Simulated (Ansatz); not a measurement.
## Tl: uniaxial strain ε_xx = −3.00 %

Base system: Tl in the hcp (Mg type) structure (space group P6_3/mmc, No. 194; a = 3.476 Å, c = 5.472 Å; relaxed with 0.1 eV smearing). Axes: x lies along a and z along c of the hexagonal cell.

Now apply this change: uniaxial strain ε_xx = −3.00 %, all other strain components held at zero; the atoms relax in the strained cell.

All numbers come from Kohn–Sham DFT with the PBEsol functional, run in Ansatz (a program for electronic structure) with PAW and 420 eV plane waves, no spin-orbit coupling. Γ-centred 19×19×11 mesh, Fermi–Dirac width 0.1 eV.

The volume per atom shrinks by 0.86 Å³ to 27.77 Å³ and the space group becomes Cmcm (No. 63) (base: P6_3/mmc (No. 194)). The energy rises by 3.6 meV/atom and the pressure (mean of the normal stresses, compression positive) goes from zero to 1.2 GPa. The band gap stays zero and the largest internal atomic displacement is 0.034 Å. The stress (xx, yy, zz, yz, xz, xy; compression positive) comes out as (1.4, 1.1, 1.0, 0.0, 0.0, 0.0) GPa.

Final structure:

```
CELL_PARAMETERS angstrom
      3.37178     0.00000     0.00000
     -1.68589     3.01036     0.00000
      0.00000     0.00000     5.47151
ATOMIC_POSITIONS crystal
  Tl 0.66102 0.32204 0.75000
  Tl 0.33898 0.67796 0.25000
```

No phonon test of stability was made.
